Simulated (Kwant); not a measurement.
Device: six-terminal Hall bar in a InAs two-dimensional gas. Effective mass 0.023 mₑ, grid spacing 5.8 nm, hard walls, nominal width 150 nm (25 grid rows, so walls 150.8 nm apart), one parabolic valley, scattering region 390 nm long along x; energies count from the band bottom; Fermi energy swept from 0.00335 to 0.0268 eV. Four side probes 75 nm wide, two on each edge; current runs along x; the sign of the Hall resistance is a convention. Perpendicular field 1.2 T, also in the leads; orbital effect alone.

The device is made up for the run: typed textbook-type constants, with dimensions and the other settings drawn at random.

Computed with Kwant: effective-mass tight-binding model on a square grid, one spin, coherent transport at 0 K. Resistances are in h/e².

Question: How many Landau levels lie under the Fermi energy, and what Hall resistance follows, at 4.54 meV and 1.20 T; 6.53 meV and 1.20 T; 16.5 meV and 1.20 T; 24.4 meV and 1.20 T?

Answer: ħωc = ħeB/m = 5.03 meV a tesla; levels lie at (n + ½)ħωc. E/ħωc = 0.75 gives 1 level and h/(1e²) = 1.000; simulated 1.000. E/ħωc = 1.08 gives 1 level and h/(1e²) = 1.000; simulated 1.000. E/ħωc = 2.73 gives 3 levels and h/(3e²) = 0.333; simulated 0.333. E/ħωc = 4.04 gives 4 levels and h/(4e²) = 0.250; simulated 0.250.
